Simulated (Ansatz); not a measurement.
```yaml
crystal:
  lattice:
    - [-2.30515, 2.30515, 6.37009]
    - [2.30515, -2.30515, 6.37009]
    - [2.30515, 2.30515, -6.37009]
  atoms:
    - { symbol: Pb, position: [0.50000, 0.50000, 0.00000] }
    - { symbol: Pb, position: [0.25000, 0.75000, 0.50000] }
    - { symbol: F, position: [0.30443, 0.30443, 0.00000] }
    - { symbol: F, position: [0.05443, 0.55443, 0.50000] }
    - { symbol: F, position: [0.44557, 0.94557, 0.50000] }
    - { symbol: F, position: [0.69557, 0.69557, 0.00000] }
```

No spin polarisation.

The values are results of Ansatz (a quantum-chemistry and plane-wave program) PBEsol, no spin-orbit coupling, not measurements. k-mesh 10×10×10 (Γ-centred); smearing 0.05 eV (Fermi–Dirac).

Predict the pressure (mean of the normal stresses, compression positive).

1.42 GPa.

What space group does the calculation give?

I4_1/amd (No. 141).

The cells carry an imposed strain or load. Stability against distortions was not tested. The cell was made from PbF2 in the anatase structure (space group I4_1/amd, No. 141; a hypothetical phase, not in the database extracts checked) by this change: isotropic strain −0.88 %.
